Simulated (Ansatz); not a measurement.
# TaSi₂ (space group P6_222, No. 180)

```cif
data_Si6Ta3
_chemical_formula_sum 'Ta3 Si6'
_space_group_name_H-M_alt 'P6222'
_space_group_IT_number 180
_space_group_name_Hall 'P 62 2 (0 0 4)'
_cell_length_a 4.75877
_cell_length_b 4.75877
_cell_length_c 6.56064
_cell_angle_alpha 90.000
_cell_angle_beta 90.000
_cell_angle_gamma 120.000
loop_
_atom_site_label
_atom_site_type_symbol
_atom_site_symmetry_multiplicity
_atom_site_Wyckoff_symbol
_atom_site_fract_x
_atom_site_fract_y
_atom_site_fract_z
_atom_site_occupancy
Ta1 Ta 3 c 0.50000 0.00000 0.00000 1
Si1 Si 6 i 0.15934 0.31868 0.00000 1
```

Method: PBEsol (Ansatz, a program for electronic structure; PAW; 420 eV plane waves; without spin-orbit coupling). Settings: 11×11×7 k-points, 0.05 eV Fermi–Dirac smearing.

The volume per atom is 14.30 Å³ and the density is 9.18 g/cm³. The band gap is zero and the total energy comes out as -3683.745 eV/atom (σ→0; compares only within this code and set-up).

Whether these cells are dynamically stable was not tested. All final runs are without spin polarisation. An odd electron count without spin: TaSi2.
